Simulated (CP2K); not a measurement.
Worked example: self-consistent single point of KHgF₃ (Cmm2, 5 atoms in the cell) in CP2K.

Computed with CP2K with LDA (Pade form), GPW, DZVP-MOLOPT-SR-GTH basis, GTH-PADE potentials (GTH_POTENTIALS).

```yaml
crystal:
  lattice:
    - [4.51900, 0.00000, 0.00000]
    - [-0.00864, 4.51899, 0.00000]
    - [0.00000, 0.00000, 4.51082]
  atoms:
    - { symbol: K, position: [0.00000, 0.00000, 0.51108] }
    - { symbol: Hg, position: [0.50000, 0.50000, 0.00000] }
    - { symbol: F, position: [0.00000, 0.50000, 0.00000] }
    - { symbol: F, position: [0.50000, 0.00000, 0.00000] }
    - { symbol: F, position: [0.50000, 0.50000, 0.50000] }
```

Reference input (self-consistent single point, DFT LDA (Pade form), GPW, DZVP-MOLOPT-SR-GTH basis, GTH-PADE potentials (GTH_POTENTIALS)): CUTOFF = 550 Ry; REL_CUTOFF = 60 Ry; KPOINTS/SCHEME = MONKHORST-PACK 3 3 3; XC_FUNCTIONAL = PADE; K/BASIS_SET = DZVP-MOLOPT-SR-GTH-q9; K/POTENTIAL = GTH-PADE-q9; Hg/BASIS_SET = DZVP-MOLOPT-SR-GTH-q12; Hg/POTENTIAL = GTH-PADE-q12; F/BASIS_SET = DZVP-MOLOPT-SR-GTH-q7; F/POTENTIAL = GTH-PADE-q7; METHOD = GPW; EPS_DEFAULT = 1e-10. This run's input differs from it in these lines:

```diff
@@ -35,3 +35,4 @@
     &KPOINTS
-      SCHEME MONKHORST-PACK 3 3 3
+      SCHEME MONKHORST-PACK 10 10 10
+      GAMMA_CENTERED T
     &END KPOINTS
```

The program printed (abridged):

```
 SCF WAVEFUNCTION OPTIMIZATION

  Step     Update method      Time    Convergence         Total energy    Change
     1 NoMix/Diag. 0.20E+00      -     1.64261736      -142.1202986869 -1.42E+02
     2 Broy./Diag. 0.20E+00      -     0.07865915      -138.9111405843  3.21E+00
     3 Broy./Diag. 0.20E+00      -     0.08847227      -141.2581319390 -2.35E+00
     4 Broy./Diag. 0.20E+00      -     0.01940866      -142.2971931534 -1.04E+00
     5 Broy./Diag. 0.20E+00      -     0.02126642      -141.7664235242  5.31E-01
     6 Broy./Diag. 0.20E+00      -     0.00550438      -142.0821872064 -3.16E-01
   [... 5 lines left out ...]
    12 Broy./Diag. 0.20E+00      -     0.00003453      -142.1436832817 -8.68E-05
    13 Broy./Diag. 0.20E+00      -     0.00000149      -142.1436711768  1.21E-05
    14 Broy./Diag. 0.20E+00      -     0.00000147      -142.1436884140 -1.72E-05
    15 Broy./Diag. 0.20E+00      -     0.00000028      -142.1436880179  3.96E-07
  *** SCF run converged in    15 steps ***

  Overlap energy of the core charge distribution:               0.00000000032424
  Self energy of the core charge distribution:               -318.15343668010058
  Core Hamiltonian energy:                                     88.98342462860460
  Hartree energy:                                             110.84002048702037
  Exchange-correlation energy:                                -23.81369645373508

  Total energy:                                              -142.14368801788646

 ENERGY| Total FORCE_EVAL ( QS ) energy [hartree]           -142.143689353233867

 FORCES| Atomic forces [hartree/bohr]
 FORCES|   Atom     x               y               z               |f|
 FORCES|      1 -9.46719700E-15  4.80820650E-15  2.28755729E-04   2.28755729E-04
   [... lines left out ...]

 STRESS| Analytical stress tensor [bar]
 STRESS|                        x                   y                   z
 STRESS|      x       -2.54682008630E+04   1.11866180030E+02  -5.16743338416E-08
 STRESS|      y        1.11866180030E+02  -2.54678143630E+04  -6.28708500657E-08
 STRESS|      z       -5.16743338416E-08  -6.28708500657E-08  -2.43078741138E+04
 STRESS| 1/3 Trace                                            -2.50812964466E+04
```

The run converged in 15 iterations. Against the reference run the free energy stays essentially unchanged (within 1 meV/atom), the pressure moves little (-2.48 to -2.51 GPa), the largest force stays at 0.030 eV/Å and the gap on the mesh goes from 0.879 to 0.189 eV.

The starting cell comes from a database of computed structures (which also holds hypothetical and non-ambient phases and stackings), without a prior relaxation at this level. Its lattice was rescaled by up to half a per cent. One atom was moved a little off its site on purpose. Spin-orbit coupling is off. Values carry the incompleteness of an atom-centred basis.

Cost on one core of a shared machine: roughly 80 s.
